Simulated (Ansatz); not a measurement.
The reference is Ba in the bcc (W type) structure (space group Im-3m, No. 229; a = 4.882 Å; relaxed with 0.1 eV smearing). Axes: x, y, z lie along the cube axes.

Calculations: Kohn–Sham DFT with the PBEsol functional, run in Ansatz (a program for electronic structure) with PAW and 420 eV plane waves, without spin-orbit coupling.

The change: tensor shear ε_xy = +0.29 % (engineering shear γ = 0.0058), atoms relaxed at fixed cell.

Problem. What happens to the energy relative to the base?

Solution. The energy is nearly the same.

Problem. What does the calculation give for the stress after the change?

Solution. The stress (xx, yy, zz, yz, xz, xy; compression positive) is (0.0, 0.0, 0.0, 0.0, 0.0, -0.1) GPa.

The cells carry an imposed strain or load. No phonon test of stability was made.
